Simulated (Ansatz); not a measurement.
System: cubic perovskite KNiF3. Method: r²SCAN-D4 (Ansatz, a first-principles code, PAW).

Run with plane-wave cutoff 560 eV, 8×8×8 k mesh, Fermi–Dirac smearing 0.01 eV, spin-polarised with parallel moments, scalar-relativistic PAW data made under PBE.

Response to compression and expansion:

```tsv
V (Å³/atom)	P (GPa)	direct gap at Γ (eV)	smallest gap on the k mesh (eV)
12.035	6.48	3.521	2.330
12.291	4.07	3.490	2.379
12.547	1.92	3.460	2.425
12.803	0.00	3.433	2.467
13.059	-1.71	3.408	2.506
13.315	-3.24	3.384	2.541
13.571	-4.61	3.362	2.573
```

The fundamental gap (2.47 eV at the equilibrium volume, with added k points) lies elsewhere than Γ–Γ.

Note: the magnetic order was assumed, not searched for or taken from measurement; without U or exact exchange, gaps and moments of open d shells tend to come out too small.
